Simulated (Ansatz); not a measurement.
**VSi2 (P6₄22, No. 181)**

Method: r²SCAN in Ansatz (plane waves, PAW).

Run with plane-wave cutoff 500 eV, 12×12×6 k mesh (along the axes of the cell as run), Fermi–Dirac smearing 0.05 eV, spin-polarised start, scalar-relativistic PAW data made under PBE.

Cell: relaxed at this level.

| Property | Value |
|---|---|
| volume per atom | 12.49 Å³/atom |
| lattice parameter a | 4.529 Å |
| c axis length | 6.329 Å |
| band gap | none |

Note: the magnetic order was assumed, not searched for or taken from measurement.

The computed numbers hold no vibrational or temperature effects.

Ansatz is a first-principles code.
